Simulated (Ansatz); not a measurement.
Worked example: self-consistent single point of CaC₂ (Cm, 6 atoms in the cell) in Ansatz (a quantum-chemistry and plane-wave program)

Level of theory: PBEsol, default PAW files made with PBE (plane waves; Ansatz).

Input as run:

Ansatz 0.2 input:
```yaml
crystal:
  lattice:
    - [3.58963700, -1.92104100, 0.00000000]
    - [3.58963700, 1.92104100, 0.00000000]
    - [-2.17074300, 0.00000000, 7.11421000]
  atoms:
    - { symbol: Ca, position_ang: [4.08914830, -0.00000000, 5.41062704] }
    - { symbol: Ca, position_ang: [0.91938268, 0.00000000, 1.75358162] }
    - { symbol: C, position_ang: [-0.65622990, -0.00000000, 4.01461985] }
    - { symbol: C, position_ang: [5.66476090, 0.00000000, 3.09959015] }
    - { symbol: C, position_ang: [3.11758097, 0.00000000, 0.41440273] }
    - { symbol: C, position_ang: [1.89095003, 0.00000000, 6.69980727] }
basis:
  ecutwfc: 420.0
kpoints:
  mp_grid:
    grid: [7, 7, 4]
hamiltonian:
  xc: pbesol
  pseudopotentials:
    kind: paw
scf:
  occupations:
    method: fixed
output:
  forces: true
  eigenvalues: true
  stress: true
```

Output (repeated stretches shortened):

```
WARN ansatz: RAYON_NUM_THREADS=1 ignored (pool sized by the plan → 1); use --threads N
Pseudopotentials: kind: paw
Pseudopotential: Ca, paw, valence charge 10
Pseudopotential: C, paw, valence charge 4
Crystal: 6 atoms, lattice volume = 98.117 Å³
Basis set: ecut = 420 eV, 1929 PW (Γ), exchange–correlation on 60×60×100 points (8 copies of the dense FFT grid, shifted against one another)
Bands: 24, of which v1, the nominal top of the filled ones, is band 18 counted from 1 (17 counted from 0)
Symmetry: 2 space group operations
Space group: Cm (ITA 8), of the structure as read, at distance tolerance 4.6e-5 Å
k-points: 60 of 196 (time reversal used)
PAW frozen core: Ca, regenerated for the run's functional, and the local potential with it
PAW frozen core: C, regenerated for the run's functional, and the local potential with it
Initial density: superposition of atomic densities (neutral atoms: chi_scale 0, normalization atom), corrected by the library's trained network
Initial wavefunctions: pseudopotential atomic-orbital guess
Eigensolver: davidson
Functional: x = pbesol(κ = 0.804, μ = 0.12345679012345678), c = pbesol(β = 0.046)
SCF iter   1: F=—  HF=-4573.778977 eV  |F-HF|=—  |Δ(HF+E_count)|=         —  Δρ=6.20e-3  dr2=4.68e-2  ethr=1.77e-3  ⟨swp⟩=4.2  Hψ=5891  notcnv=0  defer=199
all-band conjugate gradients solve this SCF's bands
preconditioner: auto → Resta (q_TF=auto, 2.308 Å⁻¹)
SCF iter   2: F=—  HF=-4573.768258 eV  |F-HF|=—  |Δ(HF+E_count)|=   1.07e-2  Δρ=2.26e-3  dr2=5.92e-3  ethr=1.30e-4  ⟨swp⟩=2.0  Hψ=2392  notcnv=0  defer=240
SCF iter   3: F=—  HF=-4573.767921 eV  |F-HF|=—  |Δ(HF+E_count)|=   3.38e-4  Δρ=5.82e-4  dr2=3.68e-4  ethr=1.64e-5  ⟨swp⟩=2.0  Hψ=1966  notcnv=0  defer=240
SCF iter   4: F=—  HF=-4573.768041 eV  |F-HF|=—  |Δ(HF+E_count)|=   1.20e-4  Δρ=1.60e-4  dr2=3.94e-5  ethr=1.02e-6  ⟨swp⟩=3.0  Hψ=2456  notcnv=0  defer=240
SCF iter   5: F=—  HF=-4573.768051 eV  |F-HF|=—  |Δ(HF+E_count)|=   1.02e-5  Δρ=1.50e-4  dr2=3.80e-5  ethr=1.10e-7  ⟨swp⟩=2.0  Hψ=1950  notcnv=0  defer=132
SCF iter   6: F=—  HF=-4573.768046 eV  |F-HF|=—  |Δ(HF+E_count)|=   5.43e-6  Δρ=2.58e-5  dr2=7.91e-7  ethr=1.06e-7  ⟨swp⟩=2.0  Hψ=1678  notcnv=0  defer=129
SCF iter   7: F=-4573.768046 eV  HF=-4573.768046 eV  |F-HF|=1.10e-8  |Δ(HF+E_count)|=   5.06e-7  Δρ=7.63e-6  dr2=7.82e-8  ethr=2.78e-10  ⟨swp⟩=13.7  Hψ=10414  notcnv=0
SCF 1 converged in 7 iterations: F = -4573.768046 eV  dr2 = 7.82e-8
SCF converged after 7 iterations
Free energy (F): -4573.768046 eV
Harris-Foulkes:  -4573.768046 eV  (|F-HF|=1.10e-8)
Internal energy: -4573.768046 eV  (E = F + TS)
E sigma→0 (E₀):  -4573.768046 eV
Fermi energy:    4.090313 eV
--- Per-component energies (eV) ---
  E_band       = -312.823321
  E_kinetic    = 898.759000
  E_local      = -1951.388345  (includes V_loc(G=0)·N_el)
  E_nonlocal   = 241.355724
  E_hartree    = 612.467754
  E_xc         = -458.091074
  E_vxc        = -571.916879  (∫ρ·V_xc dr)
  E_paw        = -2053.291397  (= ΣΔE_a)
  E_vpaw       = -154.567924  (= ΣTr[D̂ρ^β])
  E_aug_tail   = 0.000016  (compensation charges beyond the density's cutoff)
  E_ewald      = -1863.901714
  E_core_change = 0.321991  (= ΣΔE_core)
  E_smearing   = -0.000000  (= −TS)
  E_closure    = -0.000000  (closes the sum)
  Σ components = -4573.768046   (vs F -4573.768046, Δ=0.00e0)
--- Forces (eV/Å), atoms counted from 1 ---
  atom   1  Ca    -0.03235178     0.00000000    -0.33207955
  atom   2  Ca     0.05710399     0.00000000     0.16772766
  atom   3  C      0.20379320     0.00000000     0.34619341
  atom   4  C     -0.20664158     0.00000000    -0.26853217
  atom   5  C     -0.22102091     0.00000000     0.17464852
  atom   6  C      0.19905207     0.00000000    -0.08798558
  max |Σ_I F_I| component: 6.50e-5 eV/Å
--- Stress (GPa, compression-positive) ---
       -1.930384       0.000000       0.147044
        0.000000      -2.489517       0.000000
        0.147043       0.000000      -1.920303
  P = ⅓ Tr σ = -2.1134 GPa (-21.134 kbar)
  The stress holds the Pulay correction. Without it, at fixed plane waves, as pw.x and ABINIT print it: P = -2.3197 GPa
--- Band table (eV; the first three rows and the last of 60) ---
  k-point 0: bands = ["-34.1997", "-34.1917", "-15.4284", "-15.3009", "-15.2476", "-15.2385", "-15.2347", "-15.2320", "-8.1723", "-7.6718", "0.0279", "1.8648", "2.1240", "2.9589", "3.1662", "3.3879", "3.6337", "3.8425", "7.1906", "8.0531", "8.9013", [...]
  k-point 1: bands = ["-34.1989", "-34.1925", "-15.4108", "-15.3182", "-15.2464", "-15.2397", "-15.2371", "-15.2308", "-8.1375", "-7.7098", "0.2075", "1.3673", "2.3425", "2.9873", "3.0183", "3.5292", "3.7385", "3.8234", "7.3593", "8.3036", "8.5151", [...]
  k-point 2: bands = ["-34.1978", "-34.1936", "-15.3782", "-15.3506", "-15.2459", "-15.2407", "-15.2386", "-15.2298", "-8.0952", "-7.7552", "0.6873", "0.7120", "2.6193", "2.6309", "3.0974", "3.6167", "3.8149", "3.8466", "7.7620", "7.9391", "8.6967", [...]
  k-point 59: bands = ["-34.1907", "-34.1855", "-15.4026", "-15.3616", "-15.3068", "-15.2991", "-15.2777", "-15.2692", "-7.9092", "-7.5697", "0.3384", "0.5624", "2.0952", "2.2319", "2.6853", "3.1004", "3.9540", "3.9607", "8.7647", "9.2782", [...]
```

The run converged in 7 iterations.

The starting cell comes from a database of computed structures (which also holds hypothetical and non-ambient phases and stackings), without a prior relaxation at this level. Its lattice was rescaled by up to half a per cent. One atom was moved a little off its site on purpose. Ansatz's pressure includes its estimate of the finite-basis (Pulay) stress. Another mesh or the band path of this cell gives a smaller gap, so this value is not converged in the mesh.
